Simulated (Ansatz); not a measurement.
For Ga2Pt (Fm-3m) at 950 K, quasi-harmonic lattice dynamics with DFT at the PBEsol level (Ansatz, a quantum-chemistry and plane-wave program) gives a volume expansion coefficient α_V = 67.50 × 10⁻⁶ K⁻¹, an isothermal bulk modulus B_T = 82.7 GPa, a molar volume V_m = 32.657 cm³/mol and C_V = 77.40 J/(mol K). The cell is a database entry relaxed within its symmetry; it need not be the phase found at ambient conditions. Spin-orbit coupling is not included.

### Question
Work out the Grüneisen parameter, C_P and the adiabatic bulk modulus.

### Answer
γ = α_V B_T V_m / C_V = 2.36. C_P − C_V = α_V² B_T V_m T = 11.69 J/(mol K), so C_P = 89.10 J/(mol K). B_S = B_T C_P/C_V = B_T (1 + α_V γ T) = 95.2 GPa.

The PAW data sets were generated under PBE and serve the other functionals too.
